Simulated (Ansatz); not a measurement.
Electron-phonon data for YAl2 (Fd-3m)

```yaml
crystal:
  lattice:
    - [0.00000, 3.90369, 3.90369]
    - [3.90369, 0.00000, 3.90369]
    - [3.90369, 3.90369, 0.00000]
  atoms:
    - { symbol: Y, position: [0.75000, 0.75000, 0.75000] }
    - { symbol: Y, position: [0.50000, 0.50000, 0.50000] }
    - { symbol: Al, position: [0.12500, 0.62500, 0.12500] }
    - { symbol: Al, position: [0.12500, 0.12500, 0.12500] }
    - { symbol: Al, position: [0.62500, 0.12500, 0.12500] }
    - { symbol: Al, position: [0.12500, 0.12500, 0.62500] }
```

Calculation: PBEsol, DFPT electron-phonon coupling, linearised Boltzmann equation (plane waves, PAW, scalar-relativistic; Ansatz, a program for electronic structure). How the cell was made: relaxed with this functional, without spin-orbit coupling.

- resistivity at 300 K = 34 μΩ·cm
- electron mean free path at 300 K (weighted by the current that each state carries) = 6.3 nm
- electron-phonon coupling λ = 0.40
- transport coupling λ_tr = 0.42
- logarithmic mean phonon energy = 21 meV
- density of states at the Fermi level = 2.2 states/(eV·spin·cell)
- Hall coefficient at 300 K = 14.8 ×10⁻¹¹ m³/C
- Tc for μ* = 0.10 (anisotropic Eliashberg) = 1.04 K
- Tc for μ* = 0.13 (anisotropic Eliashberg) = below 1 K

A metal at this level (no band gap). Only scattering by harmonic phonons is included (no impurities, grain boundaries, electron-electron scattering or thermal expansion). Spin-orbit coupling is left out. Halving the electron mesh (20x20x20) moves the resistivity by up to 8 % at 300 K, the mean free path by up to 5 %, the coupling by up to 1 %. Smearing 0.20 eV; phonons on a 3x3x3 q mesh, which this run doesn't test and which matters most at low temperature. Tc comes from the anisotropic Migdal-Eliashberg equations with μ*, a chosen number, referred to 24 meV.
